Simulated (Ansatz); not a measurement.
# SiO2 (space group Cmce, No. 64; a model cell, its experimental status unchecked; layered, stacked along the Cartesian z axis)

```
CELL_PARAMETERS angstrom
      1.33941    -2.31970     0.00000
      1.33941     2.31970     0.00000
      0.00000     0.00000    10.94161
ATOMIC_POSITIONS crystal
  Si 0.50000 0.50000 0.50000
  Si 0.00000 0.00000 0.00000
  O  0.66666 0.33334 0.91662
  O  0.16666 0.83334 0.58338
  O  0.33334 0.66666 0.08338
  O  0.83334 0.16666 0.41662
```

The values are results of Kohn–Sham DFT with the PBEsol functional, run in Ansatz (a first-principles code) with PAW and 420 eV plane waves, no spin-orbit coupling, not measurements. Γ-centred 11×11×3 mesh, Fermi–Dirac width 0.05 eV.

```yaml
volume_per_atom: 11.33 Å³
density: 2.93 g/cm³
band_gap: 6.48 eV, indirect, Σ₀–Γ (62 % along) → Γ
Lowest conduction-band minima above the VBM: Γ 6.48 eV
total_energy: -581.978 eV/atom (σ→0; compares only within this code and set-up)
```

Stability against distortions was not tested. The base started in Pnma and relaxed to Cmce at this level. No dispersion term is included in the PBEsol runs.
